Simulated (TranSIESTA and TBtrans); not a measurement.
System: Sn chain with one Mg atom in place of Sn. Leads: straight Sn chain, spacing 2.75 Å. Geometry: 3 atoms about the centre moved by SIESTA (PBE, DZP) to a largest force of 0.03 eV/Å, all others as built, motion along the axis alone. Transport runs along z; the first 4 and the last 4 of the 15 atoms are the lead cells, repeated to infinity.

```xyz
15
Lattice="9.000 0.000 0.000 0.000 9.000 0.000 0.000 0.000 41.500" Properties=species:S:1:pos:R:3 pbc="F F T"
Sn     4.500     4.500     0.000
Sn     4.500     4.500     2.750
Sn     4.500     4.500     5.500
Sn     4.500     4.500     8.250
Sn     4.500     4.500    11.000
Sn     4.500     4.500    13.750
Sn     4.500     4.500    16.434
Mg     4.500     4.500    19.333
Sn     4.500     4.500    22.287
Sn     4.500     4.500    25.000
Sn     4.500     4.500    27.750
Sn     4.500     4.500    30.500
Sn     4.500     4.500    33.250
Sn     4.500     4.500    36.000
Sn     4.500     4.500    38.750
```

Run with TranSIESTA and TBtrans (open boundaries, self-consistent; PseudoDojo norm-conserving potentials, scalar-relativistic): PAO.BasisSize DZP, PAO.EnergyShift 0.15 eV, XC.Authors PBE, Mesh.Cutoff 200 Ry, ElectronicTemperature 300 K, TS.Voltage 0.0 eV, TBT.Elecs.Eta 0.001 eV, no spin polarisation.

Energies count from the leads' Fermi level. Transmissions are for one spin of a degenerate pair. The energy step is 0.01 eV; narrower resonances are cut or missed.

```
E (eV)     T
------  ----
-0.20   1.17
-0.15   1.20
-0.10   1.22
-0.05   1.23
0.00    1.24
0.05    1.24
0.10    1.24
0.15    1.23
0.20    1.23
```

Task: Give the zero-bias conductance in μS and the resistance at 300 K.

Result: At the Fermi level T = 1.24. Averaged with −∂f/∂E over the full grid (kT = 25.9 meV) it is 1.24. With G0 = 2e²/h = 77.48 μS, G = 96.1 μS and R = 1/G = 10.4 kΩ.

Task: The eigenchannels at the Fermi level transmit 0.943, 0.149, 0.149. What Fano factor of the shot noise follows at low temperature and bias?

Result: F = Σ τ(1 − τ)/Σ τ = 0.307/1.24 = 0.25.

The straight chain is held at its spacing; free chains may zigzag or dimerise. No spin-polarised start was tried, so a magnetic state, if there is one, is missed.
